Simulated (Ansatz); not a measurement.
PbS in the zinc blende structure (space group F-43m, No. 216; a hypothetical phase, not in the database extracts checked)

```yaml
crystal:
  lattice:
    - [0.00000, 3.32390, 3.32390]
    - [3.32390, 0.00000, 3.32390]
    - [3.32390, 3.32390, 0.00000]
  atoms:
    - { symbol: S, position: [0.75000, 0.75000, 0.75000] }
    - { symbol: Pb, position: [0.00000, 0.00000, 0.00000] }
```

Calculations: PBE (Ansatz, a first-principles code), no spin-orbit coupling. k-mesh 9×9×9 (Γ-centred); smearing 0.05 eV (Fermi–Dirac).

- Volume per atom = 36.72 Å³
- Density = 5.41 g/cm³
- Band gap = 0.84 eV, indirect, W → X
- Electron mass = 1.8 mₑ along k, 0.37 mₑ across
- Lowest conduction-band minima above the VBM = X along ⟨100⟩ 0.84 eV; a point along ⟨110⟩, about 0.3 Å⁻¹ from Γ 2.20 eV; a point along ⟨111⟩, about 0.2 Å⁻¹ from Γ 2.33 eV
- Total energy = -6404.605 eV/atom (σ→0; compares only within this code and set-up)

With Pb present, leaving out spin-orbit coupling can change the band edges. Masses are band curvatures over ±0.01 Å⁻¹ around the edge. Along k means along the line from Γ to the band edge. No phonon test of stability was made.
